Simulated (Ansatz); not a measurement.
# Converging shifted k-point meshes: CuPbF6 (P1, 8 atoms in the cell)

```xyz
8
Lattice="5.0587 0.0000 0.0000 2.3770 4.4756 0.0000 0.0323 2.7477 4.7527" Properties=species:S:1:pos:R:3 pbc="T T T"
Cu     0.0000     0.0000     0.0500
Pb     2.5455     1.3738     2.3763
F      0.8153     1.2688     1.1645
F      6.6527     5.9545     3.5882
F      1.5826     2.7689     3.6400
F      5.8855     4.4544     1.1126
F      3.2015     2.9076     1.2089
F      4.2665     4.3157     3.5437
```
Moments meant for the start (each program seeds them in its own way; μB, in the order of the atoms Cu Pb F F F F F F): 1.0 0.0 0.0 0.0 0.0 0.0 0.0 0.0.

Level of theory: PBEsol, default PAW files made with PBE (plane waves; Ansatz, a quantum-chemistry and plane-wave program).

Base settings: basis.ecutwfc = 420 eV; kpoints.mp_grid.grid = 3 4 3; hamiltonian.xc = pbesol; hamiltonian.pseudopotentials = {kind: paw} (the program's default PAW files); magnetization.spin_polarized = true; scf.occupations.method = fermi_dirac; scf.occupations.width = 0.05 eV.

In this ladder: kpoints.mp_grid.shift = 0.5 0.5 0.5.

Only quantities that move along the ladder and can be compared are tabulated.

The count of work is k-points × plane waves × bands × iterations; it is no time. Core times come from one kind of shared machine, to one figure; runs under 30 s give none.

The starting cell comes from a database of computed structures (which also holds hypothetical and non-ambient phases and stackings), without a prior relaxation at this level. Its lattice was rescaled by up to half a per cent. One atom was moved a little off its site on purpose. With one magnetic atom in the cell only a parallel order is possible. Ansatz's pressure includes its estimate of the finite-basis (Pulay) stress.

```csv
kpoints.mp_grid.grid,free energy less the last step's (meV/atom),pressure (GPa),largest difference of a force vector from the last step's (eV/Å),count of work / last,core time / last (rough)
2 2 1,-33.35,2.36,0.248,0.0052,–
2 2 2,-0.47,2.66,0.043,0.0098,–
2 3 2,0.94,2.66,0.058,0.016,–
3 3 2,0.11,2.68,0.025,0.024,–
3 3 3,-0.04,2.69,0.010,0.039,–
3 4 3,-0.02,2.68,0.010,0.047,–
4 4 4,0.01,2.69,0.001,0.089,0.09
5 5 4,-0.02,2.69,0.001,0.14,0.1
6 6 5,0.00,2.69,0.000,0.25,0.3
7 7 6,0.00,2.69,0.000,0.41,0.4
8 9 7,0.00,2.69,0.000,0.70,0.7
9 10 8,0.00,2.69,0.000,1.0,1
```

Coarsest kpoints.mp_grid.grid that holds the free energy within 2 meV/atom of the last step, with all finer ones: 2 2 2, at 0.0098 of the last step's count of work; the step before is off by 33 meV/atom.

Coarsest kpoints.mp_grid.grid that holds the pressure within 0.2 GPa of the last step, with all finer ones: 2 2 2, at 0.0098 of the last step's count of work; the step before is off by 0.33 GPa.

Coarsest kpoints.mp_grid.grid that holds the forces within 0.02 eV/Å of the last step, with all finer ones: 3 3 3, at 0.039 of the last step's count of work; the step before is off by 0.025 eV/Å.

Keys are those of Ansatz 0.2.
